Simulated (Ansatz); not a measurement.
## Ga2O3: Ga → Zn

Take Ga₂O₃ (space group C2/m, No. 12; a = 12.2557 Å, b = 3.0391 Å, c = 5.8084 Å, α = 90.00°, β = 103.81°, γ = 90.00°) as the base.

It is then changed as follows: Zn takes the place of Ga on all its sites, then cell and atoms are relaxed.

Method: r2SCAN (Ansatz, a program for electronic structure), scalar-relativistic without spin-orbit coupling. Γ-centred 14×14×7 mesh, Fermi–Dirac width 0.05 eV, for the changed cell.

The volume per atom increases by 0.412 Å³, from 10.50 Å³ to 10.92 Å³ and the density decreases by 0.49 g/cm³, from 5.93 g/cm³ to 5.44 g/cm³. The space group remains C2/m (No. 12) and the band gap becomes zero (base: 3.02 eV).

A trial with spin polarisation found a lower state for one case, which could not be relaxed; the values given are those without spin. Whether these cells are dynamically stable was not tested. As relaxed here, Zn2O3 is a hypothetical phase, not in the database extracts checked. All final runs are without spin polarisation. Zn2O3 has a high density of states at the Fermi level and may be magnetic at this level.
